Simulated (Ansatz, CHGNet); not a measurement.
Equilibrium volume per atom of TiAl₃ (I4/mmm, No. 139): levels of theory against measurement

Reference value: 15.93 Å³/atom (measured, temperature not stated, not corrected to a static lattice; as tabulated in P. Norby and A. Norlund Christensen, Acta Chemica Scandinavica A40, 157 (1986)).

What do CHGNet-r²SCAN, PBE, PBEsol-D3(BJ), r²SCAN, HSE06 give, and how far is each from the reference?


```tsv
level (code)	value (Å³/atom)	difference (%)
CHGNet-r²SCAN (CHGNet)	15.60	-2.1
PBE (Ansatz)	15.94	+0.1
PBEsol-D3(BJ) (Ansatz)	14.98	-6.0
r²SCAN (Ansatz)	15.65	-1.8
HSE06 (Ansatz)	15.67	-1.6
```

The reference's temperature isn't stated, so close values are not ranked against it. Off by more than 3.8 % (a bound picked here): PBEsol-D3(BJ) (-6.0 %).

The reference has no zero-point or thermal correction, while the calculations are for a static lattice, so the differences are not the levels' errors alone. A static lattice is as a rule a little smaller than the measured one.  HSE06: hybrids on metals are sensitive to the k mesh and can open a false gap. Cutoffs and k meshes differ between the levels. Ansatz's density-functional and Hartree–Fock values are scalar-relativistic unless marked +SOC, with PAW data made under PBE.

Machine-learned potentials (CHGNet-r²SCAN) are trained on DFT data, which may include these solids.

Differences are worked out from the printed values.

Ansatz is an electronic-structure program.
